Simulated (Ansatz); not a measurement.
A self-consistent single point of Ti₂CuSb₃ (P-4m2, 6 atoms in the cell) with Ansatz (a quantum-chemistry and plane-wave program).

Method: PBEsol, harder PAW files (source: ansatz) made with PBE (plane waves; Ansatz).

The change in words: lattice scaled by 1.015. Reference geometry:
```yaml
crystal:
  lattice:
    - [3.80795, 0.00000, 0.00000]
    - [0.00000, 3.80795, 0.00000]
    - [0.00000, 0.00000, 8.27393]
  atoms:
    - { symbol: Ti, position: [0.50000, 0.00000, 0.26261] }
    - { symbol: Ti, position: [0.00000, 0.50000, 0.73739] }
    - { symbol: Cu, position: [0.00000, 0.00000, 0.00000] }
    - { symbol: Sb, position: [0.50000, 0.00000, 0.62505] }
    - { symbol: Sb, position: [0.00000, 0.50000, 0.37495] }
    - { symbol: Sb, position: [0.50000, 0.50000, 0.00000] }
```

Reference input (self-consistent single point, DFT, PBEsol, plane waves, harder PAW files (source: ansatz) made with PBE): basis.ecutwfc = 54.4 Ry; kpoints.mp_grid.grid = 7 7 4; hamiltonian.xc = pbesol; hamiltonian.pseudopotentials = {kind: paw, source: ansatz}; scf.occupations.method = cold; scf.occupations.width = 0.0073 Ry. This run's input differs from it in these lines:

Ansatz 0.2 input:
```diff
@@ -2,12 +2,12 @@
   lattice:
-    - [3.807950, 0.000000, 0.000000]
-    - [0.000000, 3.807950, 0.000000]
-    - [0.000000, 0.000000, 8.273930]
+    - [3.865069, 0.000000, 0.000000]
+    - [0.000000, 3.865069, 0.000000]
+    - [0.000000, 0.000000, 8.398039]
   atoms:
-    - { symbol: Ti, position_ang: [1.903975, 0.000000, 2.172817] }
-    - { symbol: Ti, position_ang: [0.000000, 1.903975, 6.101113] }
+    - { symbol: Ti, position_ang: [1.932535, 0.000000, 2.205409] }
+    - { symbol: Ti, position_ang: [0.000000, 1.932535, 6.192630] }
     - { symbol: Cu, position_ang: [0.000000, 0.000000, 0.000000] }
-    - { symbol: Sb, position_ang: [1.903975, 0.000000, 5.171620] }
-    - { symbol: Sb, position_ang: [0.000000, 1.903975, 3.102310] }
-    - { symbol: Sb, position_ang: [1.903975, 1.903975, 0.000000] }
+    - { symbol: Sb, position_ang: [1.932535, 0.000000, 5.249194] }
+    - { symbol: Sb, position_ang: [0.000000, 1.932535, 3.148845] }
+    - { symbol: Sb, position_ang: [1.932535, 1.932535, 0.000000] }
 basis:
```

Output (repeated stretches shortened):

```
SCF iter   1: F=—  HF=-39087.076732 eV  |F-HF|=—  |Δ(HF+E_count)|=         —  Δρ=1.07e-1  dr2=1.39e1  ethr=3.10e-3  ⟨swp⟩=6.0  Hψ=6749  notcnv=0
all-band conjugate gradients solve this SCF's bands
preconditioner: auto → Kerker (q_TF=auto, 2.653 Å⁻¹)
SCF iter   2: F=—  HF=-39085.297071 eV  |F-HF|=—  |Δ(HF+E_count)|=    1.78e0  S|Δr|=    0.00e0  Δρ=4.30e-2  dr2=2.62e0  ethr=3.10e-3  ⟨swp⟩=2.9  Hψ=2965  notcnv=0  defer=98
   [... lines left out ...]
SCF iter   9: F=—  HF=-39084.744252 eV  |F-HF|=—  |Δ(HF+E_count)|=   4.56e-5  S|Δr|=    0.00e0  Δρ=3.64e-5  dr2=3.63e-6  ethr=1.67e-8  ⟨swp⟩=2.0  Hψ=2187  notcnv=0  defer=99
SCF iter  10: F=—  HF=-39084.744251 eV  |F-HF|=—  |Δ(HF+E_count)|=   4.13e-7  S|Δr|=    0.00e0  Δρ=6.14e-6  dr2=1.18e-7  ethr=3.43e-9  ⟨swp⟩=2.0  Hψ=2081  notcnv=0  defer=99
SCF iter  11: F=-39084.744251 eV  HF=-39084.744251 eV  |F-HF|=7.36e-9  |Δ(HF+E_count)|=   1.30e-8  S|Δr|=    0.00e0  Δρ=2.39e-6  dr2=7.27e-9  ethr=9.43e-11  ⟨swp⟩=11.1  Hψ=7622  notcnv=0
SCF 1 converged in 11 iterations: F = -39084.744251 eV  dr2 = 7.27e-9
Stability not checked (fill_not_monotonic)
Free energy (F): -39084.744251 eV
Internal energy: -39084.751260 eV  (E = F + TS)
E sigma→0 (E₀):  -39084.746588 eV
Entropy (-TS):   0.007009 eV (1.168 meV/atom)
Fermi energy:    13.617007 eV
--- Forces (eV/Å), atoms counted from 1 ---
  atom   1  Ti    -0.00000000     0.00000000    -0.07992906
  atom   2  Ti    -0.00000000     0.00000000     0.07992906
  atom   3  Cu    -0.00000000     0.00000000     0.00000000
  atom   4  Sb     0.00000000     0.00000000     0.02041104
  atom   5  Sb     0.00000000     0.00000000    -0.02041104
  atom   6  Sb     0.00000000     0.00000000     0.00000000
--- Stress (GPa, compression-positive) ---
       -7.767785       0.000000       0.000000
        0.000000      -7.767785       0.000000
       -0.000000       0.000000      -7.602879
  P = ⅓ Tr σ = -7.7128 GPa (-77.128 kbar)
  The stress holds the Pulay correction. Without it, at fixed plane waves, as pw.x and ABINIT print it: P = -7.7155 GPa
```

The run converged in 11 iterations. Against the reference run the free energy goes up by 34.4 meV/atom, the pressure goes from -4.22 to -7.71 GPa and the largest force moves little (0.082 to 0.080 eV/Å).

The starting cell comes from a database of computed structures (which also holds hypothetical and non-ambient phases and stackings), without a prior relaxation at this level. For this run, on top of that: lattice scaled by 1.015. Spin polarisation is off. Ansatz's pressure includes its estimate of the finite-basis (Pulay) stress.
